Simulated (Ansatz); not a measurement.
# SiC (P6_3mc): band-edge transport data

Input:

```
CELL_PARAMETERS angstrom
      3.07600     0.00000     0.00000
     -1.53800     2.66390     0.00000
      0.00000     0.00000     5.04781
ATOMIC_POSITIONS crystal
  Si 0.33333 0.66667 0.49959
  Si 0.66667 0.33333 0.99959
  C  0.33333 0.66667 0.87541
  C  0.66667 0.33333 0.37541
```

Calculation: PBEsol with spin-orbit coupling, rigid bands (plane waves, PAW; Ansatz, a quantum-chemistry and plane-wave program). How the cell was made: cell and atoms relaxed with PBEsol.

```yaml
band_gap: 2.12 eV
electron conductivity mass (300 K, dilute): 0.43 (x), 0.43 (y), 0.26 (z) mₑ
hole conductivity mass (300 K, dilute): 1.20 (x), 1.20 (y), 1.49 (z) mₑ
effective density of states N_c (300 K): 1.0e19 cm⁻³
effective density of states N_v (300 K): 6.7e19 cm⁻³
density_of_states_mass_electrons: 0.56 mₑ
density_of_states_mass_holes: 1.92 mₑ
Seebeck coefficient, n-type 1e19 cm⁻³, 300 K: -231 μV/K
Seebeck coefficient, p-type 1e19 cm⁻³, 300 K: 391 μV/K
```

Rigid bands; masses and Seebeck coefficients take one relaxation time τ for all states and one kind of carrier; polarons and phonon drag are left out.
